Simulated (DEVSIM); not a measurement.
Structure: abrupt GaP n-p junction, at 300 K.

Layer 1 from the left is GaP, thickness (μm) 8.10, Nd (cm⁻³) 1.1e16, τn (s) 1.6e-6, τp (s) 1.6e-6. Layer 2 from the left is GaP, thickness (μm) 230, Na (cm⁻³) 3.9e16, τn (s) 1.6e-6, τp (s) 1.6e-6.

Left contact: ohmic. Right contact: ohmic. Voltage is applied to the left contact. Recombination: SRH at mid-gap, Auger. Mobility is μmin + (μ − μmin)/(1 + (N/Nref)^α).

The device is made up for the run: typed textbook-type constants, with dimensions and the other settings drawn at random. Values at 300 K.

GaP: gap (eV) 2.26, affinity (eV) 3.8, permittivity 11.1, Nc (cm⁻³) 1.8e19, Nv (cm⁻³) 1.9e19, μn (cm²/Vs) 250, μp (cm²/Vs) 150, μn,min 10, μp,min 10, Nref,n 4.4e18, Nref,p 1e18, αn 0.8, αp 0.85, Cn (cm⁶/s) 1e-30, Cp (cm⁶/s) 1e-30.

DEVSIM, 1D drift-diffusion, Boltzmann statistics, complete ionisation; no tunnelling, impact ionisation, image-force lowering or self-heating.

Dark forward current:

| |V| (V) | |J| (A/cm²) |
|---|---|
| 0.70 | 1.323e-13 |
| 0.75 | 3.560e-13 |
| 0.80 | 9.590e-13 |
| 0.85 | 2.587e-12 |
| 0.90 | 6.988e-12 |
| 0.95 | 1.891e-11 |
| 1.00 | 5.125e-11 |
| 1.05 | 1.392e-10 |
| 1.10 | 3.794e-10 |
| 1.15 | 1.039e-9 |
| 1.20 | 2.869e-9 |
| 1.25 | 8.058e-9 |
| 1.30 | 2.346e-8 |
| 1.35 | 7.359e-8 |
| 1.40 | 2.641e-7 |
| 1.45 | 1.147e-6 |
| 1.50 | 6.029e-6 |
| 1.55 | 3.632e-5 |
| 1.60 | 0.0002356 |
| 1.65 | 0.001581 |
| 1.70 | 0.01068 |
| 1.75 | 0.06903 |
| 1.80 | 0.3537 |
| 1.85 | 1.114 |
| 1.90 | 2.302 |
| 1.95 | 3.750 |

Work out the local ideality factor n = ΔV / (kT/q · ln(J2/J1)) between the rows 0.70 and 0.75 V, 1.65 and 1.70 V, 1.90 and 1.95 V.

kT/q = 25.85 mV. From 0.70 to 0.75 V: ln(3.560e-13/1.323e-13) = 0.990, n = 1.95, near the 2 of recombination in the depletion region. From 1.65 to 1.70 V: ln(0.01068/0.001581) = 1.910, n = 1.01, near the 1 of diffusion or emission over a barrier. From 1.90 to 1.95 V: ln(3.750/2.302) = 0.488, n = 3.96; the layers' resistance at their doping, Σ W/(qμN) = 0.028 Ω cm², would take 40 mV of this step of 50 mV.

Estimate the current at 1.65 V from the Shockley equation with J0 = Σ q ni² D/(N L) coth(W/L), τ joining the SRH, radiative and Auger lifetimes that are on, and W taken as the whole layer.

ni² = 3.67 cm⁻⁶; holes in the n layer: μ = 147 cm²/Vs, D = 3.80 cm²/s, τ = 1.60e-6 s, L = 24.7 μm, W/L = 0.33, term 2.60e-31 A/cm²; electrons in the p layer: μ = 245 cm²/Vs, D = 6.32 cm²/s, τ = 1.60e-6 s, L = 31.8 μm, W/L = 7.2, term 3.00e-32 A/cm². J0 = 2.90e-31 A/cm², and J = J0 exp(qV/kT) = 0.00152 A/cm². The simulation gives 0.00158 A/cm²; the estimate lies 3.6 % below. The estimate leaves out recombination in the depletion region and that region's share of W.
